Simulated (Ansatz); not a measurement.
The starting structures come from a database of crystals and need not be the phases stable at ambient conditions.

Inside the gap of an insulator the Bloch states are evanescent, with a wavenumber k + iκ along the transport direction.

```yaml
crystal:
  lattice:
    - [4.05474, 0.00000, 0.00000]
    - [0.00000, 19.90303, 0.00000]
    - [2.02737, -6.63434, 1.17050]
  atoms:
    - { symbol: In, position: [0.00000, 0.49976, 0.00000] }
    - { symbol: Ga, position: [0.00000, 0.99978, 0.00000] }
    - { symbol: P, position: [0.00000, 0.88042, 0.00000] }
    - { symbol: P, position: [0.00000, 0.37005, 0.00000] }
```

Space group of this cell: R3m. The cell is taken as given; by r2SCAN its mean pressure is -1.9 GPa.

Transport runs along the normal of the first two printed cell vectors, the (100) plane of the conventional cell.

The gap is the functional's own, uncorrected, and κ follows it; spin-orbit coupling is left out. Mid-gap values are interpolated between the computed energies.

Predict the band gap and the smallest decay constant κ at mid-gap from r2SCAN in Ansatz (a first-principles code).

Gap 0.95 eV on a 24×24×24 mesh; κ = 0.070 1/Å, at the zone centre.
